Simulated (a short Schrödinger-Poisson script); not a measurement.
**Symmetric double-gate stack, Al2O3 on p-type Si(100)**

System: symmetric double-gate stack, Al2O3 on p-type Si(100), at 400 K.

| layer | material | thickness (nm) | Na (cm⁻³) |
|---|---|---|---|
| 1 | Al2O3 | 2.3 | - |
| 2 | Si | 4 | 5e16 |
| 3 | Al2O3 | 2.3 | - |

Constants are typed, rounded textbook-type inputs, not results; the design itself was drawn at random and stands for no fabricated device. Al2O3: permittivity 9, conduction-band edge (eV) 2.7, gap (eV) 6.8, electron mass (mₑ) 0.3. Si: permittivity 11.7, conduction-band edge (eV) 0, gap (eV) 1.124, Nv at 300 K (cm⁻³) 3.1e19.

Channel valleys (confinement mass, in-plane density-of-states mass, number): Δ2 0.916, 0.19, 2; Δ4 0.19, 0.417, 4. At the gates, both at one voltage, the conduction-band edge of layer 1 lies 2.76 eV − eVg above the Fermi level of the channel. Gaps are held at their typed values at every temperature. Mesh 0.03 nm at interfaces.

From a short Schrödinger-Poisson script (our own, NumPy): 1D Poisson equation in equilibrium, electrons quantum, Hartree (BenDaniel-Duke, 12 states a valley, the channel's in-plane mass for all, wave functions free to enter the dielectric), parabolic valleys, classical holes, full ionisation, no traps, pinning or gate leakage.

```tsv
Vg (V)	electrons (cm⁻²)	C (μF/cm²)	Δ2 E0 (meV)	Δ2 E1 (meV)	Δ4 E0 (meV)	Δ4 E1 (meV)
-0.25	5.90e8	< 0.003	334.5	406.2	400.9	671.6
-0.15	1.06e10	0.0497	234.9	306.5	301.2	571.9
-0.05	1.67e11	0.678	139.8	211.2	206.1	476.4
0.05	1.18e12	2.61	71.7	141.2	137.5	405.6
0.15	3.22e12	3.76	35.6	101.4	100.7	364.2
0.25	5.74e12	4.27	14.1	75.6	78.4	336.5
0.35	8.50e12	4.55	-1.0	56.2	62.7	315.2
0.45	1.14e13	4.73	-12.6	40.3	50.7	297.6
0.55	1.44e13	4.87	-22.2	26.7	40.9	282.3
0.65	1.75e13	4.97	-30.4	14.7	32.6	268.8
0.75	2.06e13	5.05	-37.6	3.8	25.5	256.5
```

Subbands count from the Fermi level. The capacitance is that of both gates.
